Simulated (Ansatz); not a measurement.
Start from Pt in the fcc (Cu type) structure (space group Fm-3m, No. 225; relaxed with 0.1 eV smearing).

```
Pt
1.0
    0.00000     1.94769     1.94769
    1.94769     0.00000     1.94769
    1.94769     1.94769     0.00000
Pt
1
Direct
  0.00000   0.00000   0.00000
```

Cartesian axes are those of the cell as printed.

Level of theory: plane-wave PAW DFT at the LDA level (Ansatz, a quantum-chemistry and plane-wave program, 420 eV), no spin-orbit coupling.

The change: uniaxial strain ε_zz = −1.00 %, all other strain components held at zero; the atoms relax in the strained cell.

Task: Predict the new stress.

Result: The stress (xx, yy, zz, yz, xz, xy; compression positive) comes out as (2.8, 2.8, 3.9, 0.0, 0.0, 0.0) GPa.

No phonon test of stability was made. All final runs are without spin polarisation.
